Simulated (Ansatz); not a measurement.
How far PBE and PBEsol part for SrO

The parent structure is SrO in the rock salt structure (space group Fm-3m, No. 225; a = 5.195 Å).

(Cell as relaxed with PBE.)

Levels (all Ansatz, an electronic-structure program, PAW): PBE (420 eV, spin-orbit coupling left out); PBEsol (420 eV, no spin-orbit coupling).

Each level relaxes its own structure.

| quantity | PBE | PBEsol |
|---|---|---|
| volume per atom | 17.52 Å³ | 16.80 Å³ |
| lattice parameter a | 5.195 Å | 5.122 Å |
| band gap | 3.33 eV | 3.20 eV |
| gap character | indirect, Γ → X | indirect, Γ → X |
| electron mass | 1.2 mₑ along k, 0.41 mₑ across | 1.2 mₑ along k, 0.39 mₑ across |

PBE's volume per atom lies 0.72 Å³ above PBEsol's (4.3 %); PBE's lattice parameter a lies 0.0724 Å above PBEsol's (1.4 %); PBE's band gap lies 0.13 eV above PBEsol's; the two agree on the gap character. Neither level is exact; PBEsol is the comparison here, not a measurement.

Effective masses come from finite differences of ±0.01 Å⁻¹. Along k means along the line from Γ to the band edge. Whether these cells are dynamically stable was not tested.
